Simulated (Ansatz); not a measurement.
## Band gap of Sr2Nb2O7 (Cmc2₁, No. 36, 22 atoms in the cell; start mp-3870) at several levels of theory

No measured value is used here.

```
level (code)              value (eV)
-------------------  ---------------
LDA (Ansatz)                    2.68
PBEsol (Ansatz)                 2.70
PBEsol+SOC (Ansatz)  2.70 (indirect)
```

Computed values are for a static lattice. Levels without +SOC have no spin–orbit coupling; where heavier elements are present it shifts gaps, mostly down, and can invert bands.  PBEsol+SOC: the gap is read on the k mesh or supercell of the run alone and can be too large. Values are at the PBEsol cell. K meshes differ between the levels. Ansatz's density-functional and Hartree–Fock values are scalar-relativistic unless marked +SOC, with PAW data made under PBE.

A start named mp-… is a Materials Project structure, which need not be a measured phase.

Ansatz is a quantum-chemistry and plane-wave program.
